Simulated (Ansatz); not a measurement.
The reference is NbP (space group I4_1md, No. 109; a = 3.3205 Å, c = 11.2873 Å).

Levels (all Ansatz, a program for electronic structure, PAW, earlier PAW set): PBEsol (420 eV, no SOC); r2SCAN (500 eV, no spin-orbit coupling).

The geometry is relaxed with PBEsol.

| Item | Result |
|---|---|
| PBEsol pressure | 0.0 GPa |

Q: Predict the pressure from r2SCAN.

A: The pressure goes from zero to 5.2 GPa.

Single points use the geometry relaxed with PBEsol. Their cutoffs differ, which shifts pressures a little. Stability against distortions was not tested. All final runs are without spin polarisation.
